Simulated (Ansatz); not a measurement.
Take AlN in the wurtzite structure (space group P6_3mc, No. 186; a = 3.1303 Å, c = 5.0180 Å) as the base.

(Cell as relaxed with PBE.)

Levels (all Ansatz, an electronic-structure program, PAW): PBE (420 eV, no spin-orbit coupling); PBEsol (420 eV, without spin-orbit coupling).

Each level relaxes its own structure.

| base | PBE | PBEsol |
|---|---|---|
| volume per atom | 10.65 Å³ | 10.46 Å³ |
| lattice parameter a | 3.130 Å | 3.114 Å |
| band gap | 4.03 eV | 4.09 eV |

Modification: cell and atoms relaxed at a pressure of 22.5 GPa.

```csv
quantity,PBE,PBEsol
shift of the gap caused by the change,+0.81 eV,+0.77 eV
"valence-band top at Γ (three highest levels, from the VBM)","0.00, -0.32, -0.32 eV","0.00, -0.35, -0.35 eV"
band gap,4.84 eV,4.87 eV
gap character,direct at Γ,direct at Γ
```

PBE's shift of the gap caused by the change lies 0.033 eV above PBEsol's; PBE's band gap lies 0.03 eV below PBEsol's; the two agree on the gap character. Neither level is exact; PBEsol is the comparison here, not a measurement.

Load acts through the strain it causes; cell and atoms are relaxed under it. Whether these cells are dynamically stable was not tested. Measured, AlN leaves this structure (for rock salt) near 14 GPa (temperature not stated; as listed in Datta, Sujoy, Jana, Debnarayan, arXiv (2020)), on rising pressure, with hysteresis.
